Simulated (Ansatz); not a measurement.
Be: pressure series

Take Be in the hcp (Mg type) structure (space group P6_3/mmc, No. 194) as the base.

```xyz
2
Lattice="2.2647 0.0000 0.0000 -1.1324 1.9613 0.0000 0.0000 0.0000 3.5612" Properties=species:S:1:pos:R:3 pbc="T T T"
Be     1.1324     0.6538     2.6709
Be     0.0000     1.3075     0.8903
```

Cell and atoms are relaxed at each pressure.

Computed with PBE (Ansatz, a first-principles code; PAW; 420 eV plane waves; spin-orbit coupling left out).

Notes on the quantities. enthalpy: H = E + PV relative to the base's energy.

```csv
change,density,enthalpy,shortest interatomic distance
base,1.89 g/cm³,–,2.209 Å
pressure −2 GPa,1.86 g/cm³,-0.10 eV/atom,2.221 Å
pressure −1 GPa,1.88 g/cm³,-0.05 eV/atom,2.215 Å
pressure 0.9 GPa,1.91 g/cm³,+0.04 eV/atom,2.204 Å
pressure 2.1 GPa,1.92 g/cm³,+0.10 eV/atom,2.197 Å
pressure 4.5 GPa,1.96 g/cm³,+0.22 eV/atom,2.185 Å
pressure 9 GPa,2.02 g/cm³,+0.43 eV/atom,2.163 Å
pressure 15 GPa,2.10 g/cm³,+0.70 eV/atom,2.138 Å
pressure 22.5 GPa,2.19 g/cm³,+1.03 eV/atom,2.110 Å
pressure 30 GPa,2.27 g/cm³,+1.34 eV/atom,2.085 Å
```

Load acts through the strain it causes; cell and atoms are relaxed under it. No phonon test of stability was made. Competing high-pressure phases were not computed.
